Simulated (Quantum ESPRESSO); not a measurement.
**One base run on Si2Mo (I4/mmm, 3 atoms in the cell) and variants with one or two settings moved**

```xyz
3
Lattice="-1.5624 1.5624 3.8112 1.5624 -1.5624 3.8112 1.5624 1.5624 -3.8112" Properties=species:S:1:pos:R:3 pbc="T T T"
Si     0.0000     0.0000     5.0656
Si     0.0000     0.0000     2.5568
Mo     0.0000     0.0000     0.0000
```

Base run A: PBE, GBRV 1.5 ultrasoft (PBE) pseudopotentials (Quantum ESPRESSO), self-consistent single point.

Its settings: ecutwfc = 40 Ry; ecutrho = 320 Ry; occupations = smearing; smearing = cold; degauss = 0.0036749 Ry; potentials = {Si: si_pbe_v1.uspp.F.UPF, Mo: mo_pbe_v1.uspp.F.UPF}; K_POINTS = automatic 15 15 15 0 0 0; conv_thr = 1e-10 Ry; mixing_beta = 0.3.

The starting cell comes from a database of computed structures (which also holds hypothetical and non-ambient phases and stackings), without a prior relaxation at this level. Its lattice was rescaled by a random factor within 2.5 % of one. Spin polarisation is off. In the base run, with a pressure of about 23 GPa the cell is away from its equilibrium volume at this level.

ΔF is the free energy per atom less that of run A. A dash stands where there is no value to compare (another energy zero or no entropy term, no result, no spin, no clean gap, or a mesh too coarse for one). Absolute energies have different zeros for different potentials, functionals, Hubbard and dispersion terms and are not compared across them.

Runs B sample the zone with one or two k-points, far too few for so small a cell.

Runs:
- B: 2 x 2 x 1 supercell at the zone centre alone; K_POINTS: automatic 15 15 15 0 0 0 → automatic 1 1 1 0 0 0
- C: vdw_corr: default → grimme-d3; dftd3_version: default → 4; dftd3_threebody: default → false [PBE-D3(BJ)]
- D: conv_thr: 1e-10 Ry → 7.3e-14 Ry
- E: lattice scaled by 0.985; ecutwfc: 40 Ry → 24 Ry; ecutrho: 320 Ry → 192 Ry
- F: ecutrho: 320 Ry → 160 Ry
- G: pseudopotentials: {Si: si_pbe_v1.uspp.F.UPF, Mo: mo_pbe_v1.uspp.F.UPF} → {Si: si_lda_v1.uspp.F.UPF, Mo: mo_lda_v1.uspp.F.UPF} [LDA (PZ)]
- H: K_POINTS: automatic 15 15 15 0 0 0 → automatic 16 16 16 0 0 0
- I: startingwfc: default → atomic
- J: conv_thr: 1e-10 Ry → 1e-11 Ry
- K: input_dft: default → vdw-df2-b86r [rev-vdW-DF2]
- L: occupations: smearing → tetrahedra_opt; smearing: cold → default; degauss: 0.0036749 Ry → default

```
run  ΔF (meV/atom)  pressure (GPa)  largest force (eV/Å)  k-points  valence electrons
---  -------------  --------------  --------------------  --------  -----------------
A             0.00           22.69                 0.296       288                 22
B             21.8           23.46                 1.403         1                 88
C                –           14.34                 0.291       288                 22
D             0.00           22.70                 0.296       288                 22
E            164.8           35.31                 0.433       288                 22
F            -1.49           22.81                 0.296       288                 22
G                –           13.25                 0.179       288                 22
H             0.05           22.69                 0.282       349                 22
I             0.00           22.69                 0.296       288                 22
J             0.00           22.70                 0.296       288                 22
K                –           22.19                 0.247       288                 22
L             0.21           22.70                 0.290       288                 22
```

Run K against A: The pressure goes from 22.69 to 22.19 GPa and the largest force goes from 0.296 to 0.247 eV/Å.

Run D against A: The free energy stays essentially unchanged (within 1 meV/atom), the pressure moves little (22.69 to 22.70 GPa) and the largest force stays at 0.296 eV/Å.
